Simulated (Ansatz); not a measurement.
Cost and result by functional for the adsorption energy of N on the 1x1 (110) surface of bcc W, one in a 2x2 cell, started at the site 'bridge W-W (span 3.2 Å)', in Ansatz (plane waves, PAW). Single points on the PBE structure, on one kind of machine; costs are rough ratios of the slab run's core time (references not counted) to the cheapest single point. r2SCAN's cost holds its higher cutoff (500 against 420 eV). Differences are taken against r2SCAN for comparison alone: no measured value is at hand, so the table doesn't rank accuracy.

Set-up: 17 atoms, 6.6 Å thick at the start under the adsorbate (thin: gaps and levels are the slab's own); mesh 6x6x1; 0.1 eV smearing; dipole correction on; 8 atoms held, the rest relaxed; start symmetry kept, larger cells not searched; no spin, no spin-orbit, no U, no dispersion correction. At the end it is bonded to 4 W. In PBE it is, or lies within 0.03 eV of, the lowest of the starts that converged. These notes are the PBE run's. Adsorption energies are against ½ N2(g). A negative adsorption energy means that the adsorbate is more stable on the surface than in its reference.

```tsv
functional	relative cost	adsorption energy (eV)	less r2SCAN (eV)
RPBE	1	-1.67	0.52
r2SCAN	2	-2.19	0.00
PBE (the relaxed run's value)	–	-1.91	0.29
```

The values span 0.52 eV, while the single points' costs differ by a factor of roughly 2. Differences are of unrounded values.

Ansatz is an electronic-structure program.
